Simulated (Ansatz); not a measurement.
Base system: GaN in the wurtzite structure (space group P6_3mc, No. 186; a = 3.2184 Å, c = 5.2432 Å).

All numbers come from Kohn–Sham DFT with the PBE functional, run in Ansatz (a first-principles code) with PAW and 420 eV plane waves, no SOC.

Base values:

- Valence-band top at Γ: 0.00, 0.00, -0.04 eV
- Electron mass: 0.14 mₑ along c, 0.16 mₑ across (at Γ)

Perturbation: an isotropic linear strain of −1.20 %; the atoms relax in the strained cell.

How does this affect the valence-band top at Γ, electron mass and mean gap deformation potential ΔEg/Δln V?

The valence-band top at Γ (three highest levels, from the VBM) remains 0.00, 0.00, -0.04 eV; the electron mass changes from 0.14 mₑ along c, 0.16 mₑ across (at Γ) to 0.16 mₑ along c, 0.18 mₑ across (at Γ); the mean gap deformation potential ΔEg/Δln V comes out as -6.6 eV.

Effective masses come from finite differences of ±0.01 Å⁻¹. Gaps are read on the SCF mesh and a high-symmetry path. Stability against distortions was not tested.
